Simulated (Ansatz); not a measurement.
A computed series for Re: thickness series

The reference is Re in the hcp (Mg type) structure (space group P6_3/mmc, No. 194).

```yaml
crystal:
  lattice:
    - [2.75787, 0.00000, 0.00000]
    - [-1.37894, 2.38839, 0.00000]
    - [0.00000, 0.00000, 4.46284]
  atoms:
    - { symbol: Re, position: [0.33333, 0.66667, 0.75000] }
    - { symbol: Re, position: [0.66667, 0.33333, 0.25000] }
```

Cartesian axes are those of the cell as printed.

Free-standing slabs (1 atom(s) a layer) normal to the z axis with 15 Å of vacuum; in-plane cell held at bulk.

Computed with r2SCAN/PAW in Ansatz (an electronic-structure program), without spin-orbit coupling.

Notes on the quantities. excess energy per area of both faces: slab less bulk energy over the cell's area: twice a surface energy; uncertain by up to 0.2 J/m²; layer's space group: with vacuum.

```tsv
change	excess energy per area of both faces	layer's space group	thickness between the outermost nuclei	shortest interatomic distance
base	–	–	–	2.741 Å
1 layer	–	P6/mmm (No. 191)	–	2.758 Å
2 layers	5.49 J/m²	P-3m1 (No. 164)	2.03 Å	2.577 Å
3 layers	6.1 J/m²	P-6m2 (No. 187)	4.32 Å	2.682 Å
4 layers	5.4 J/m²	P-3m1 (No. 164)	6.50 Å	2.622 Å
5 layers	5.7 J/m²	P-6m2 (No. 187)	8.77 Å	2.649 Å
6 layers	5.5 J/m²	P-3m1 (No. 164)	10.97 Å	2.623 Å
7 layers	5.7 J/m²	P-6m2 (No. 187)	13.22 Å	2.635 Å
```

The excess energy carries the mismatch between the slab's and the bulk's meshes. No phonon test of stability was made. The final runs are not spin-polarised.
